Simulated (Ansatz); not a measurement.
# Response to strain in Ir

Take Ir in the fcc (Cu type) structure (space group Fm-3m, No. 225; relaxed with 0.1 eV smearing) as the base.

```
CELL_PARAMETERS angstrom
      0.00000     1.92250     1.92250
      1.92250     0.00000     1.92250
      1.92250     1.92250     0.00000
ATOMIC_POSITIONS crystal
  Ir 0.00000 0.00000 0.00000
```

Cartesian axes are those of the cell as printed.

Strains are applied to the cell and any free atomic positions relax.

Computed with r2SCAN/PAW in Ansatz (a program for electronic structure), no spin-orbit coupling.

Notes on the quantities. energy relative to the base: free energy F; pressure: mean of the normal stresses, compression positive.

```csv
case,energy relative to the base,pressure,volume per atom
base,0 meV/atom,0.0 GPa,14.21 Å³
uniaxial strain ε_zz = −3.00 %,+27 meV/atom,12.6 GPa,13.78 Å³
uniaxial strain ε_zz = −2.50 %,…,…,13.86 Å³
uniaxial strain ε_zz = −2.00 %,+12 meV/atom,8.1 GPa,13.93 Å³
uniaxial strain ε_zz = −1.50 %,+6.5 meV/atom,6.0 GPa,14.00 Å³
uniaxial strain ε_zz = −1.00 %,+2.9 meV/atom,3.9 GPa,14.07 Å³
uniaxial strain ε_zz = −0.50 %,+0.7 meV/atom,1.9 GPa,14.14 Å³
```

Q: Some entries are withheld; estimate them.

A: 
- uniaxial strain ε_zz = −2.50 %, energy relative to the base: +18 meV/atom
- uniaxial strain ε_zz = −2.50 %, pressure: 10.3 GPa

No phonon test of stability was made. The final runs are not spin-polarised.
